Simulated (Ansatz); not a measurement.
The parent structure is Hf in the hcp (Mg type) structure (space group P6_3/mmc, No. 194; relaxed with 0.1 eV smearing).

```
CELL_PARAMETERS angstrom
      3.15810     0.00000     0.00000
     -1.57905     2.73500     0.00000
      0.00000     0.00000     5.00450
ATOMIC_POSITIONS crystal
  Hf 0.66667 0.33333 0.75000
  Hf 0.33333 0.66667 0.25000
```

Cartesian axes are those of the cell as printed.

Calculations: Ansatz (an electronic-structure program) PBEsol, without spin-orbit coupling.

For the base:

- Pressure = 0.0 GPa

Modification: the cell is stretched by 1.00 % along x with no lateral relaxation, atoms relaxed at fixed cell.

Question: What does the calculation give for the pressure and energy relative to the base after the change?

Answer: The pressure (mean of the normal stresses, compression positive) goes from zero to -1.1 GPa; the energy grows by 1.2 meV/atom.

The cells carry an imposed strain or load. No phonon test of stability was made. The final runs are not spin-polarised.
